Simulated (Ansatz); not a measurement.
Relaxation of the outer planes of the (321) surface of bcc K in its 1x1 cell, outermost plane spacing 1.41 Å in the ideal cut.

These are PBE (plane waves to 420 eV, PAW; Ansatz, a quantum-chemistry and plane-wave program) values and carry that method's errors.

Slab: 8 atoms, 9.9 Å thick at the start (thin: gaps and levels are the slab's own); k 8x4x1, smearing 0.1 eV, dipole-corrected; all atoms relaxed; held to the start's symmetry, so lower structures may exist; no spin, no spin-orbit, no U.

| plane | atoms | bulk spacing to the next (Å) | relaxed spacing (Å) | change (%) | rumpling (Å) |
|---|---|---|---|---|---|
| 1 | K | 1.411 | ___ | ___ | 0.00 |
| 2 | K | 1.411 | 1.567 | 11.1 | 0.00 |

Q: What belongs in the gaps?

A: 
- 1, relaxed spacing (Å): 0.959
- 1, change (%): -32.1
